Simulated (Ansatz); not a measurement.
**AgI under a change: electrons 5.0×10^21 cm⁻³**

Consider AgI in the zinc blende structure (space group F-43m, No. 216; a = 6.4498 Å).

It is then changed as follows: 0.335 electrons added to each cell, a density of 5.0×10^21 cm⁻³, with a uniform compensating background at fixed cell and a 300 K Fermi–Dirac width.

Method: PBEsol (Ansatz, a first-principles code), spin-orbit coupling left out. Γ-centred 20×20×20 mesh, Fermi–Dirac width 0.0259 eV.

The gap between the host's bands shrinks by 0.15 eV, from 1.20 eV to 1.05 eV and the gap character remains direct at Γ. The valley order (the lowest conduction-band minima on the path, energy above the VBM, named in the base's zone) changes from Γ 1.20 eV; L along ⟨111⟩ 2.64 eV to Γ 1.05 eV; L along ⟨111⟩ 2.52 eV and the Fermi level relative to the doped band's edge (positive inside the band; to 0.05 eV) comes out as +1.80 eV.

Final structure:

```
AgI
1.0
    0.00000     3.22488     3.22488
    3.22488     0.00000     3.22488
    3.22488     3.22488     0.00000
Ag I
1 1
Direct
  0.00000   0.00000   0.00000
  0.25000   0.25000   0.25000
```
Cell charge -0.335384.

Carriers are added with a uniform compensating background; total energy and stress of such cells depend on the potential's zero and are not compared; many-body gap narrowing is missing at this level. Spin-orbit coupling, missing from the scalar runs, can matter with I. No phonon test of stability was made.
